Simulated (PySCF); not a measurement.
PySCF 2.14.0, BP86/def2-svp, df: Sn(Me)2(Cl)2 ([CH3][Sn]([CH3])([Cl])[Cl]), 11 atoms. The geometry is a generated start, not checked to be a minimum at this level.

| Quantity | Result |
|---|---|
| task | energy |
| method | bp86 |
| basis | def2-svp |
| two-electron scheme | density fitting |
| mol.max_memory | 3000 MB |
| mf.max_cycle | 100 |
| mf.init_guess | minao (default) |
| mf.DIIS | CDIIS (default) |
| mf.diis_space | 8 (default) |
| mf.conv_tol | 1e-09 (default) |
| mf.grids.level | 3 (default) |
| effective core potentials | those of the basis set, past Kr |
| basis functions | 120 |
| grid points | 146808 |

```xyz
11

C      1.8545    -0.6348     0.2838
Sn     0.0403     0.6203     0.1063
C     -1.9090    -0.2789    -0.4404
Cl     0.4831     2.3083    -1.4395
Cl    -0.2370     1.7261     2.1403
H      1.6590    -1.4296     0.9900
H      2.6702    -0.0180     0.6367
H      2.0920    -1.0394    -0.6906
H     -2.5296     0.4907    -0.8835
H     -2.3838    -0.6701     0.4518
H     -1.7398    -1.0746    -1.1549
```

One run each on 2 threads, 1 BLAS thread. Values of level_shift (Hartree) tried: 0 (default), 0.1, 0.3, 1.

Q: Which value of level_shift (Hartree) needs the fewest Fock builds, and what happens away from it?

A: Fewest Fock builds: 0.1 with 12. The count rises to 44 at 1. All converge to one solution.

| level_shift (Hartree) | Fock builds | end |
|---|---|---|
| 0 (default) | 15 | same solution |
| 0.1 | 12 | same solution |
| 0.3 | 15 | same solution |
| 1 | 44 | same solution |
